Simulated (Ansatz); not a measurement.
Ansatz (a quantum-chemistry and plane-wave program), DFT, PBE, plane waves, its default PAW files: cubic perovskite SrTiO3, atoms displaced (Sr8Ti8O24), 40 atoms. Basis and mesh were picked for this test and aren't claimed converged.

Ansatz 0.2 input:
```yaml
crystal:
  lattice:
    - [7.81, 0.0, 0.0]
    - [0.0, 7.81, 0.0]
    - [0.0, 0.0, 7.81]
  atoms:
    - { symbol: Sr, position: [0.004247, 0.994265, 0.998734] }
    - { symbol: Sr, position: [0.997705, 0.000429, 0.498157] }
    - { symbol: Sr, position: [0.001097, 0.501266, 0.999959] }
    - { symbol: Sr, position: [0.004592, 0.493901, 0.492765] }
    - { symbol: Sr, position: [0.495845, 0.007176, 0.009934] }
    - { symbol: Sr, position: [0.500989, 0.000835, 0.501658] }
    - { symbol: Sr, position: [0.494618, 0.499164, 0.995808] }
... (30 lines of coordinates left out) ...
    - { symbol: O, position: [0.750065, 0.748698, 0.506021] }
    - { symbol: O, position: [0.501197, 0.74696, 0.745736] }
    - { symbol: O, position: [0.75373, 0.496055, 0.748697] }
kpoints:
  mp_grid: { grid: [2, 2, 2] }
hamiltonian:
  xc: pbe
  pseudopotentials: { kind: paw }
scf:
  occupations: { method: fixed }
  eigensolver: { mixed_precision: true }
output:
  forces: true
```

```bash
OMP_NUM_THREADS=16 ANSATZ_TIMINGS=1 ansatz run --backend cpu --threads 16 --max-ram 200GiB --events-out run.ndjson --runs-dir run.runs --progress --plain run.yaml
```

The program reports k-points after symmetry: 8, bands at the start: 200, electrons: 320, plane waves at Γ: 9315, cutoff (eV): 420, FFT grid: 54×54×54, symmetry operations: 1.

Hardware: Arm Neoverse V2, 96 cores on 1 socket, no SMT, 1 L3 cache group.

On 16 threads this takes 39 s. Each time is the median wall time of two to five repeats, run one at a time on the otherwise empty machine; start-up is included. Unless noted, each process is bound to its own block of adjacent cores. Build: release build for Arm (Neoverse V2), one process with threads. Other compilers and libraries give other times. Scratch files lie in a memory file system.

Speed this job up; the result has to stay within 1.0 meV/atom in energy, 10 meV/Å in forces (largest component). Keep to 16 cores.

Several could match; the one computed here: going from scf.eigensolver.mixed_precision = true to scf.eigensolver.mixed_precision = false (default), the fastest among the values tried that keep the result.

```diff
-  eigensolver: { mixed_precision: true }
```

Time: 39 s to 3.0 s (13× as fast). The largest move is in band solves (diag): 37 s to 2.2 s. The band solves carry the change: the iterations make 37440 against 24291 applications of H to a band, at 1 against 0.091 ms of diag time each. What the program resolved moves too: eigensolver slots from 8 to 7, band solver from davidson to band_cg, real-arithmetic solve from false to true. Applications of H to a band go from 41495 to 24645. These two results differ by: energy under 0.001 meV/atom, forces (largest component) 0.038 meV/Å. Others tried: scf.eigensolver.kind = davidson, scf.eigensolver.max_subspace_factor = 2, scf.eigensolver.mixed_precision = false (default) (5.8 s); scf.eigensolver.real_solve = false, scf.eigensolver.mixed_precision = false (default) (6.3 s); scf.eigensolver.kind = davidson, scf.eigensolver.max_subspace_factor = 6, scf.eigensolver.mixed_precision = false (default) (7.0 s); scf.eigensolver.kind = davidson, scf.eigensolver.cushion = false, scf.eigensolver.mixed_precision = false (default) (7.0 s); scf.eigensolver.kind = davidson, scf.eigensolver.mixed_precision = false (default) (7.1 s); scf.eigensolver.full_accuracy = true, scf.eigensolver.mixed_precision = false (default) (9.5 s); scf.eigensolver.kind = davidson, scf.eigensolver.mixed_precision = true (39 s).
